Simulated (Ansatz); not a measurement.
# Point-defect migration in zinc-blende CuI

Some mobile defects of zinc-blende CuI. Calculation: PBE, PAW (plane waves to 420 eV; Ansatz, a program for electronic structure).

Barriers are those of the lowest checked hop between equivalent sites, from the lowest site run (climbing-image NEB, static, fixed cells, no finite-size terms; on the finer meshes named, energies are single points at the band's geometries). One hop need not carry long-range diffusion, and untried routes could be lower. Saddle orders were checked for a part of the study's bands only and are not shown. Vacancies start on their lattice site; split forms were not set up. Charge states are imposed. Spin-orbit coupling is left out.

```csv
Defect,Route,Hop (Å),Direction in the unit cell,Neighbours at the saddle,Cell
"I vacancy, charge +1",a nearby I jumps into the vacancy,4.38,"(0.00, -0.51, -0.51)","Cu at 2.49, Cu at 2.64, Cu at 3.09 Å","64 sites, 2×2×2 shifted"
"Cu vacancy, charge -1",a nearby Cu jumps into the vacancy,4.22,"(0.00, 0.49, -0.49)","Cu at 2.59, Cu at 2.69; I at 2.62, 2 I at 2.88, 2 I at 3.22 Å","64 sites, 2×2×2 shifted"
"interstitial Cu, charge +1",Cu moves farthest,4.35,"(0.00, 0.51, 0.51)","Cu at 2.72, 2 Cu at 2.92, 2 Cu at 2.97, Cu at 3.32; 2 I at 2.67, I at 2.79, I at 2.85 Å","64 sites, 2×2×2 shifted"
```

### Question
Order these hops by barrier, lowest first, with values.

### Answer
interstitial Cu, charge +1: 0.22 eV; Cu vacancy, charge -1: 0.40 eV; I vacancy, charge +1: 1.04 eV. Gaps under about 0.1 eV are within the calculation's error.
